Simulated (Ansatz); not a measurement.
The starting structures come from a database of crystals and need not be the phases stable at ambient conditions.

 Where the default PAW files enter, the runs use the earlier of Ansatz's two default sets.

Inside the gap of an insulator the Bloch states are evanescent, with a wavenumber k + iκ along the transport direction.

Here is the system:

```
MgS
1.0
    3.92650     0.00000     0.00000
   -1.96325     3.40045     0.00000
    1.96325    -1.13348     3.20598
Mg S
1 1
Cartesian
  0.00000   0.00000   0.00000
  3.92650   0.00000   2.40448
```

Space group of this cell: F-43m, zinc blende. The cell is strained (all lengths scaled by 0.98); by r2SCAN its mean pressure is 4.0 GPa.

Transport runs along the normal of the first two printed cell vectors, the (111) plane of the conventional cell.

No gap correction and no spin-orbit coupling; mid-gap values are interpolated between computed energies.

Give the band gap and the smallest decay constant κ at mid-gap that r2SCAN in Ansatz (an electronic-structure program) yields.

Gap 4.27 eV on a 10×10×10 mesh; κ = 0.275 1/Å, at the zone centre.
